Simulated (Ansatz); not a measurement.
**TiC: pressure series**

The parent structure is TiC in the rock salt structure (space group Fm-3m, No. 225; a = 4.2932 Å).

Cell and atoms are relaxed at each pressure.

All numbers come from PBEsol (Ansatz, a program for electronic structure, PAW, spin-orbit coupling left out).

Notes on the quantities. enthalpy: H = E + PV relative to the base's energy.

```tsv
change	lattice parameter a	enthalpy
base	4.293 Å	–
pressure −2 GPa	4.304 Å	-0.12 eV/atom
pressure −1 GPa	4.299 Å	-0.06 eV/atom
pressure 0.3 GPa	4.292 Å	+0.02 eV/atom
pressure 0.7 GPa	4.290 Å	+0.04 eV/atom
pressure 1.5 GPa	4.285 Å	+0.09 eV/atom
pressure 3 GPa	4.278 Å	+0.18 eV/atom
pressure 5 GPa	4.268 Å	+0.31 eV/atom
pressure 7.5 GPa	4.255 Å	+0.46 eV/atom
pressure 10 GPa	4.244 Å	+0.61 eV/atom
```

Load acts through the strain it causes; cell and atoms are relaxed under it. No phonon test of stability was made. No other phases were tried under pressure. The base started in Pnma and relaxed to Fm-3m at this level. All final runs are without spin polarisation.
